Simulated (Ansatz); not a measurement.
# Pressure series in In2S3

Consider In2S3 in the corundum structure (space group R-3c, No. 167; a = 6.574 Å, c = 17.608 Å (hexagonal axes); a cell from a computed database, its experimental status unchecked).

Cell and atoms are relaxed at each pressure.

Method: Kohn–Sham DFT with the PBEsol functional, run in Ansatz (a program for electronic structure) with PAW and 420 eV plane waves, no SOC.

```tsv
pressure (GPa)	volume per atom (Å³/atom)
-2	22.559
-1	22.248
0	21.964
0.3	21.883
0.7	21.777
1.5	21.574
3	21.212
5	?
7.5	20.293
```

Q: Fit the third-order Birch–Murnaghan form P(V) = (3B₀/2)[(V₀/V)^(7/3) − (V₀/V)^(5/3)]·[1 + (3/4)(B₀′ − 4)((V₀/V)^(2/3) − 1)] (squares taken in P) to the rows shown and predict the withheld row.

A: Least squares on the printed values gives V₀ = 21.965 Å³/atom, B₀ = 79.7 GPa, B₀′ = 4.3; this predicts 20.778 Å³/atom, and the run gives 20.778 Å³/atom, in agreement.

Load acts through the strain it causes; cell and atoms are relaxed under it. Stability against distortions was not tested. Competing high-pressure phases were not computed.
